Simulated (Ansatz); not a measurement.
## Ga2O3 in the corundum structure (space group R-3c, No. 167)

```cif
data_Ga4O6
_chemical_formula_sum 'Ga4 O6'
_space_group_name_H-M_alt 'P 1'
_space_group_IT_number 1
_cell_length_a 5.33208
_cell_length_b 5.33208
_cell_length_c 5.33208
_cell_angle_alpha 55.925
_cell_angle_beta 55.925
_cell_angle_gamma 55.925
loop_
_space_group_symop_operation_xyz
  'x, y, z'
loop_
_atom_site_label
_atom_site_type_symbol
_atom_site_fract_x
_atom_site_fract_y
_atom_site_fract_z
_atom_site_occupancy
Ga1 Ga 0.64430 0.64430 0.64430 1
Ga2 Ga 0.14430 0.14430 0.14430 1
Ga3 Ga 0.35570 0.35570 0.35570 1
Ga4 Ga 0.85570 0.85570 0.85570 1
O1 O 0.75000 0.44721 0.05279 1
O2 O 0.05279 0.75000 0.44721 1
O3 O 0.25000 0.55279 0.94721 1
O4 O 0.55279 0.94721 0.25000 1
O5 O 0.94721 0.25000 0.55279 1
O6 O 0.44721 0.05279 0.75000 1
```

The values are results of PBEsol (Ansatz, a first-principles code), spin-orbit coupling left out, not measurements. k-mesh 8×8×8 (Γ-centred); smearing 0.05 eV (Fermi–Dirac).

| Item | Result |
|---|---|
| Volume per atom | 9.71 Å³ |
| Density | 6.41 g/cm³ |
| Band gap | 2.70 eV, indirect, Γ–S₀ (50 % along) → Γ |
| Electron mass | 0.22 mₑ |
| Lowest conduction-band minima above the VBM | Γ 2.70 eV |
| Total energy | -1834.176 eV/atom (σ→0; compares only within this code and set-up) |

Effective masses come from finite differences of ±0.01 Å⁻¹. Stability against distortions was not tested.
